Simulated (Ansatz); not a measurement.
Here is the system:

```yaml
crystal:
  lattice:
    - [3.24868, 0.00000, 0.00000]
    - [0.00000, 3.24868, 0.00000]
    - [0.00000, 0.00000, 3.24868]
  atoms:
    - { symbol: In, position: [0.00000, 0.00000, 0.00000] }
    - { symbol: Pd, position: [0.50000, 0.50000, 0.50000] }
```

The numbers are results of PBEsol, DFPT electron-phonon coupling, linearised Boltzmann equation (plane waves, PAW, scalar-relativistic; Ansatz, an electronic-structure program), not measurements. Geometry: relaxed with this functional, without spin-orbit coupling.

Question: Predict λ, the logarithmic mean phonon energy and the superconducting Tc for μ* = 0.10 referred to 9.9 meV.

Answer: λ = 0.56, ħω_log = 8.1 meV, Tc 1.83 K from the anisotropic Eliashberg equations. μ* is a chosen number, and Tc is 2.3 K at 0.08 and below 1 K at 0.16.

A metal at this level (no band gap). The phonons are harmonic. Spin-orbit coupling is left out. Spin fluctuations, which work against superconductivity with these elements, are left out. For metals of groups 4 to 10, Tc at these values of μ* can lie well above the measured one. The self-energy correction of the phonons between q points moved λ by 8 %. The run warned that the eigensolver left some states short of its tolerance. Halving the electron mesh (28x28x28) moves the coupling by up to 2 %, Tc by up to 4 %. Smearing 0.20 eV; phonons on a 4x4x4 q mesh, which this run doesn't test.

Computed structure, not matched to a measured one here, so possibly hypothetical: PdIn (Pm-3m).
